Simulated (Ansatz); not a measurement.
Work function of faces of alpha tin in PBE and in r2SCAN, in Ansatz (plane waves, PAW). Symmetric slabs relaxed with PBE from ideal cuts in 1x1 cells (the lowest computed cut and spin start of each face; real faces may reconstruct in larger cells); r2SCAN values are single points on them, with the bulk at the same level. No spin-orbit coupling, no U.

| face | PBE (eV) | r2SCAN (eV) |
|---|---|---|
| (100) | 4.51 | 4.70 |
| (110) | 4.35 | 4.52 |
| (111) | 4.33 | 4.51 |
| (210) | 4.14 | 4.24 |
| (211) | 4.34 | ? |
| (221) | 4.34 | 4.53 |

Question: Fit a straight line y = a·x + b by least squares to the 5 complete rows (x: PBE (eV); y: r2SCAN (eV)).

Answer: the means are x̄ = 4.3340 and ȳ = 4.5000; Σ(x − x̄)² = 0.068920 and Σ(x − x̄)(y − ȳ) = 0.086100, so a = 1.249 and b = ȳ − a·x̄ = -0.914. The largest residual is 0.023.

Question: What does the line predict for the withheld row, (211), and what did the calculation give?

Answer: the line gives 4.51; the calculation gave 4.50, a miss of -0.01, of the size of the fitted rows' scatter and rounding.

Ansatz is a quantum-chemistry and plane-wave program.
